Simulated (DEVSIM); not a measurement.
Structure: abrupt Si n-p junction, at 300 K.

| layer (left to right) | material | thickness (μm) | Nd (cm⁻³) | Na (cm⁻³) | τn (s) | τp (s) |
|---|---|---|---|---|---|---|
| 1 | Si | 1.60 | 2.1e18 | - | 8.2e-7 | 8.2e-7 |
| 2 | Si | 60.0 | - | 8.3e15 | 8.2e-7 | 8.2e-7 |

Left contact: ohmic. Right contact: ohmic. Voltage is applied to the left contact. Recombination: SRH at mid-gap, Auger. Mobility is μmin + (μ − μmin)/(1 + (N/Nref)^α).

The device is made up for the run: typed textbook-type constants, with dimensions and the other settings drawn at random. Values at 300 K.

```
parameter           Si
-------------  -------
gap (eV)         1.124
affinity (eV)     4.05
permittivity      11.7
Nc (cm⁻³)      2.86e19
Nv (cm⁻³)       3.1e19
μn (cm²/Vs)       1417
μp (cm²/Vs)        470
μn,min              52
μp,min              45
Nref,n          9.7e16
Nref,p          2.2e17
αn                0.68
αp                0.72
Cn (cm⁶/s)     2.8e-31
Cp (cm⁶/s)     9.9e-32
```

Model (solved in DEVSIM): 1D drift-diffusion, Boltzmann statistics, complete ionisation; no tunnelling, impact ionisation, image-force lowering or self-heating.

The doping Na of layer 2 was swept, all else fixed.

```json
[
 {"doping Na of layer 2 (cm^-3)": "2.5e14", "dark forward voltage at 100 A/cm² (V)": "0.897", "largest field in the device at zero bias (V/cm)": "79000", "dark forward voltage at 1 A/cm² (V)": "0.592", "potential step across the device at zero bias (V)": "0.753"},
 {"doping Na of layer 2 (cm^-3)": "8.3e14", "dark forward voltage at 100 A/cm² (V)": "0.869", "largest field in the device at zero bias (V/cm)": "80000", "dark forward voltage at 1 A/cm² (V)": "(withheld)", "potential step across the device at zero bias (V)": "0.784"},
 {"doping Na of layer 2 (cm^-3)": "2.5e15", "dark forward voltage at 100 A/cm² (V)": "0.852", "largest field in the device at zero bias (V/cm)": "81000", "dark forward voltage at 1 A/cm² (V)": "0.620", "potential step across the device at zero bias (V)": "0.813"},
 {"doping Na of layer 2 (cm^-3)": "8.3e15", "dark forward voltage at 100 A/cm² (V)": "0.846", "largest field in the device at zero bias (V/cm)": "87000", "dark forward voltage at 1 A/cm² (V)": "0.646", "potential step across the device at zero bias (V)": "0.844"},
 {"doping Na of layer 2 (cm^-3)": "2.5e16", "dark forward voltage at 100 A/cm² (V)": "0.850", "largest field in the device at zero bias (V/cm)": "100000", "dark forward voltage at 1 A/cm² (V)": "0.674", "potential step across the device at zero bias (V)": "0.872"},
 {"doping Na of layer 2 (cm^-3)": "8.3e16", "dark forward voltage at 100 A/cm² (V)": "0.867", "largest field in the device at zero bias (V/cm)": "150000", "dark forward voltage at 1 A/cm² (V)": "0.707", "potential step across the device at zero bias (V)": "0.903"},
 {"doping Na of layer 2 (cm^-3)": "2.5e17", "dark forward voltage at 100 A/cm² (V)": "0.885", "largest field in the device at zero bias (V/cm)": "250000", "dark forward voltage at 1 A/cm² (V)": "0.733", "potential step across the device at zero bias (V)": "0.932"}
]
```

**Question.** Complete the blanks.

**Answer.** 
- 8.3e14, dark forward voltage at 1 A/cm² (V): 0.602
